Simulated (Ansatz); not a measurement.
## A computed series for Pt: element substitutions

The reference is Pt in the fcc (Cu type) structure (space group Fm-3m, No. 225; a = 3.970 Å).

Each row replaces one element on all its sites; cell and atoms are relaxed.

Levels (all Ansatz, a first-principles code, PAW, earlier PAW set): PBE (420 eV, no SOC); PBEsol (420 eV, scalar-relativistic without spin-orbit coupling).

The base cell above is that of PBE; each level relaxes its own structures.

```
case     lattice parameter a, PBE  lattice parameter a, PBEsol
-------  ------------------------  ---------------------------
Pt → Pd                  394.3 pm                     387.6 pm
Pt → Ag                  414.9 pm                     405.5 pm
Pt → Ni                  351.9 pm                     346.3 pm
```

PBE lies above PBEsol in every row, by 5.6 pm to 9.4 pm. They put the cases in the same order.

Other magnetic orders, which the real material may have, were not ruled out. Whether these cells are dynamically stable was not tested. Spin-polarised in the final run: PBE Ni and PBEsol Ni; the other runs are not.
